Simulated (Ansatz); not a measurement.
Here is the system:

```yaml
crystal:
  lattice:
    - [0.00000, 2.80411, 2.80411]
    - [2.80411, 0.00000, 2.80411]
    - [2.80411, 2.80411, 0.00000]
  atoms:
    - { symbol: Ga, position: [0.00000, 0.00000, 0.00000] }
    - { symbol: As, position: [0.25000, 0.25000, 0.25000] }
```

These are PBEsol with spin-orbit coupling, rigid bands (plane waves, PAW; Ansatz, a first-principles code) values and carry that method's errors. Condition of this run: hydrostatic pressure 2 GPa (the target of the relaxation). Geometry: cell and atoms relaxed with PBEsol, then loaded as said.

Task: What conductivity effective mass do dilute electrons have at 300 K?

Result: 0.042 mₑ.

Task: Predict the hole conductivity mass (n e² τ/σ) at 300 K, by direction if it differs.

Result: 0.39 mₑ.

Task: And the band gap?

Result: 0.52 eV at this level; semilocal functionals usually fall short of the measured gap.

Rigid bands, one relaxation time for all states, no polarons.
